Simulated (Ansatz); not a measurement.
Cr₂C (P-3m1, No. 164, 3 atoms in the cell; start mp-1226378)

These are LDA (Ansatz, a program for electronic structure, plane waves, PAW) values and carry that method's errors.

Run with plane-wave cutoff 520 eV, 24×24×14 k mesh (along the axes of the cell as run), Fermi–Dirac smearing 0.05 eV, no spin polarisation, scalar-relativistic PAW data made under PBE.

Cell (relaxed at this level):

```
CELL_PARAMETERS angstrom
      2.77591     0.00000     0.00000
     -1.38796     2.40401     0.00000
      0.00000     0.00000     4.17810
ATOMIC_POSITIONS crystal
  Cr 0.66667 0.33333 0.24618
  Cr 0.33333 0.66667 0.75382
  C  0.00000 0.00000 0.50000
```

- bulk modulus = 289 GPa

Note: the run has no spin polarisation, so it can have missed a magnetic state; the bulk modulus is −V dP/dV from two relaxed cells at ±2 % in volume; the relaxation could not lower the start's symmetry, so the cell can be a saddle point above a distorted one.

Computed values are for the static lattice.

The result took around 90 core-seconds (rough).

A start named mp-… is a Materials Project structure, which need not be a measured phase.
